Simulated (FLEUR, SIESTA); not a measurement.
A FLEUR input for a self-consistent single point of LaSi2Ni (Cmcm, 8 atoms in the cell) (DFT, PBEsol, all-electron FLAPW (FLEUR), scalar-relativistic valence):

Input of the input generator:

```
LaSi2Ni crystal
&input film=f /
2.1149000000 -8.3095650000 0.0000000000
2.1149000000 8.3095650000 0.0000000000
0.0000000000 0.0000000000 4.0898400000
1.8897261246
1.0 1.0 1.0

8
57 0.8921200000 0.1078800000 0.2500000000
57 0.1078800000 0.8921200000 0.7500000000
14 0.5410300000 0.4589700000 0.2500000000
14 0.4589700000 0.5410300000 0.7500000000
14 0.2499100000 0.7500900000 0.2500000000
14 0.7500900000 0.2499100000 0.7500000000
28 0.6822300000 0.3177700000 0.2500000000
28 0.3177700000 0.6822300000 0.7500000000

&comp jspins=1 /
&exco xctyp='PBEs' /
&kpt div1=5 div2=5 div3=5 /
&end /
```

```xml
<?xml version="1.0" encoding="UTF-8" standalone="no"?>
<fleurInput fleurInputVersion="0.39">
   <comment>
      LaSi2Ni crystal                                                                                     
   </comment>
   <calculationSetup>
      <cutoffs Kmax="4.0" Gmax="14.0" GmaxXC="14.0" numbands="0"/>
      <scfLoop itmax="100" minDistance="0.00001" maxIterBroyd="40" imix="Anderson" alpha="0.05" precondParam="0.0" spinf="2.0"/>
      <coreElectrons ctail="T" frcor="F" kcrel="0" coretail_lmax="0"/>
      <xcFunctional name="PBEs" relativisticCorrections="F"/>
      <magnetism jspins="1"/>
      <soc l_soc="F" theta="0.0" phi="0.0" spav="F"/>
      <expertModes spex="0" secvar="F"/>
      <geometryOptimization l_f="T" forcealpha="1.0" forcemix="BFGS" epsdisp="0.00001" epsforce="0.00001"/>
      <ldaU l_linMix="F" mixParam="0.05" spinf="1.0"/>
   </calculationSetup>
   <cell>
      <bzIntegration valenceElectrons="70.0" mode="gauss" fermiSmearingEnergy="0.00183747">
         <kPointListSelection listName="default-1"/>
         <!-- k-points included here -->
         <xi:include xmlns:xi="http://www.w3.org/2001/XInclude" href="kpts.xml"> </xi:include>
      </bzIntegration>
      <!-- symmetry operations included here -->
      <xi:include xmlns:xi="http://www.w3.org/2001/XInclude" href="sym.xml"> </xi:include>
      <bulkLattice scale="1.0">
         <bravaisMatrix>
            <row-1>    3.9965817809165398   -15.7028020645617961     0.0000000000000000</row-1>
            <row-2>    3.9965817809165398    15.7028020645617961     0.0000000000000000</row-2>
            <row-3>    0.0000000000000000     0.0000000000000000     7.7286774934340627</row-3>
         </bravaisMatrix>
      </bulkLattice>
   </cell>
   <atomSpecies>
      <species name="Lanthanum (La)" element="La" atomicNumber="57">
         <mtSphere radius="2.68" gridPoints="925" logIncrement="0.014"/>
         <atomicCutoffs lmax="10" lnonsphr="8"/>
         <electronConfig flipSpins="F">
            <coreConfig>(1s1/2) (2s1/2) (2p1/2) (2p3/2) (3s1/2) (3p1/2) (3p3/2) (4s1/2) (3d3/2) (3d5/2) (4p1/2) (4p3/2) (4d3/2) (4d5/2)</coreConfig>
            <valenceConfig>(5s1/2) (5p1/2) (5p3/2) (6s1/2) (5d3/2) (5d5/2)</valenceConfig>
            <stateOccupation state="(5d3/2)" spinUp="0.2" spinDown="0.2"/>
            <stateOccupation state="(5d5/2)" spinUp="0.3" spinDown="0.3"/>
         </electronConfig>
         <energyParameters s="6" p="6" d="5" f="4"/>
         <lo type="SCLO" l="0" n="5" eDeriv="0"/>
         <lo type="SCLO" l="1" n="5" eDeriv="0"/>
      </species>
      <species name="Silicon (Si)" element="Si" atomicNumber="14">
         <mtSphere radius="1.63" gridPoints="563" logIncrement="0.02"/>
         <atomicCutoffs lmax="6" lnonsphr="4"/>
         <electronConfig flipSpins="F">
            <coreConfig>(1s1/2) (2s1/2) (2p1/2) (2p3/2)</coreConfig>
            <valenceConfig>(3s1/2) (3p1/2) (3p3/2)</valenceConfig>
            <stateOccupation state="(3p1/2)" spinUp="0.3333333333333" spinDown="0.3333333333333"/>
            <stateOccupation state="(3p3/2)" spinUp="0.6666666666667" spinDown="0.6666666666667"/>
         </electronConfig>
         <energyParameters s="3" p="3" d="3" f="4"/>
      </species>
      <species name="Nickel (Ni)" element="Ni" atomicNumber="28">
         <mtSphere radius="2.49" gridPoints="859" logIncrement="0.014"/>
         <atomicCutoffs lmax="10" lnonsphr="8"/>
         <electronConfig flipSpins="F">
            <coreConfig>(1s1/2) (2s1/2) (2p1/2) (2p3/2) (3s1/2)</coreConfig>
            <valenceConfig>(3p1/2) (3p3/2) (4s1/2) (3d3/2) (3d5/2)</valenceConfig>
            <stateOccupation state="(3d3/2)" spinUp="1.6" spinDown="1.6"/>
            <stateOccupation state="(3d5/2)" spinUp="2.4" spinDown="2.4"/>
         </electronConfig>
         <energyParameters s="4" p="4" d="3" f="4"/>
         <lo type="SCLO" l="1" n="3" eDeriv="0"/>
      </species>
   </atomSpecies>
   <atomGroups>
      <atomGroup species="Lanthanum (La)">
         <relPos label="                   1">-.1078800000 .1078800000 1.000/4.000</relPos>
         <relPos label="                   2">.1078800000 -.1078800000 -1.000/4.000</relPos>
         <force calculate="T" relaxXYZ="TTT"/>
      </atomGroup>
      <atomGroup species="Silicon (Si)">
         <relPos label="                   3">-.4589700000 .4589700000 1.000/4.000</relPos>
         <relPos label="                   4">.4589700000 -.4589700000 -1.000/4.000</relPos>
         <force calculate="T" relaxXYZ="TTT"/>
      </atomGroup>
      <atomGroup species="Silicon (Si)">
         <relPos label="                   5">.2499100000 -.2499100000 1.000/4.000</relPos>
         <relPos label="                   6">-.2499100000 .2499100000 -1.000/4.000</relPos>
         <force calculate="T" relaxXYZ="TTT"/>
      </atomGroup>
      <atomGroup species="Nickel (Ni)">
         <relPos label="                   7">-.3177700000 .3177700000 1.000/4.000</relPos>
         <relPos label="                   8">.3177700000 -.3177700000 -1.000/4.000</relPos>
         <force calculate="T" relaxXYZ="TTT"/>
      </atomGroup>
   </atomGroups>
   <output dos="F" band="F" slice="F">
      <checks vchk="F" cdinf="F"/>
      <bandDOS minEnergy="-.5*Htr" maxEnergy="0.5*Htr" sigma="0.015" storeEVData="T"/>
      <vacuumDOS vacdos="F" integ="F" star="F" nstars="0" locx1="0.0" locy1="0.0" locx2="0.0" locy2="0.0" nstm="0" tworkf="0.0"/>
      <unfoldingBand unfoldBand="F" supercellX="1" supercellY="1" supercellZ="1"/>
      <plotting iplot="0" polar="F">
         <plot TwoD="T" vec1="  1.0  0.0  0.0" vec2="  0.0  1.0  0.0" vec3="  0.0  0.0  1.0" zero="  0.0  0.0  0.0" file="plot"/>
      </plotting>
      <chargeDensitySlicing numkpt="0" minEigenval="0.0" maxEigenval="0.0" nnne="0" pallst="F"/>
      <specialOutput eonly="F"/>
      <magneticCircularDichroism mcd="F" energyLo="-10.0" energyUp="0.0"/>
   </output>
  <!-- We include the file relax.xml here to enable relaxations (see documentation) -->
  <xi:include xmlns:xi="http://www.w3.org/2001/XInclude" href="relax.xml"> <xi:fallback/> </xi:include>
</fleurInput>
```

Translate this input to SIESTA.

One input that does it (others would too):

```
# files in the folder: La.psml Si.psml Ni.psml (PseudoDojo PBEsol standard)
SystemName  LaSi2Ni
SystemLabel lasi2ni

NumberOfAtoms                8
NumberOfSpecies              3
%block ChemicalSpeciesLabel
  1 57 La
  2 14 Si
  3 28 Ni
%endblock ChemicalSpeciesLabel
LatticeConstant              8.574478 Ang
%block LatticeVectors
     0.246650583   -0.969104475    0.000000000
     0.246650583    0.969104475    0.000000000
     0.000000000    0.000000000    0.476978307
%endblock LatticeVectors
AtomicCoordinatesFormat      Bohr
%block AtomicCoordinatesAndAtomicSpecies
     3.996581781  -12.314765491    1.932169373  1
     3.996581781   12.314765491    5.796508120  1
     3.996581781   -1.288571937    1.932169373  2
     3.996581781    1.288571937    5.796508120  2
     3.996581781    7.854227537    1.932169373  2
     3.996581781   -7.854227537    5.796508120  2
     3.996581781   -5.723043241    1.932169373  3
     3.996581781    5.723043241    5.796508120  3
%endblock AtomicCoordinatesAndAtomicSpecies

XC.functional                GGA
XC.authors                   PBEsol
PAO.BasisSize                TZP
PAO.EnergyShift              0.01 Ry
MeshCutoff                   350 Ry
%block kgrid.MonkhorstPack
    5   0   0  0.0
    0   5   0  0.0
    0   0   5  0.0
%endblock kgrid.MonkhorstPack
OccupationFunction           MP
OccupationMPOrder            0
ElectronicTemperature        50.0 meV

MaxSCFIterations             150
SCF.Mixer.Method             Pulay
SCF.Mixer.Weight             0.2
SCF.Mixer.History            8
SCF.DM.Tolerance             1.0E-04
Diag.ParallelOverK           true
WriteForces                  true
Charge.Mulliken              end
```

Basis settings and potentials, where a program has them, do not carry over. This input uses DFT, GGA PBEsol, numerical atomic orbitals TZP, PseudoDojo PBEsol standard norm-conserving potentials (rewritten from UPF to PSML).

The starting cell comes from a database of computed structures (which also holds hypothetical and non-ambient phases and stackings), without a prior relaxation at this level.
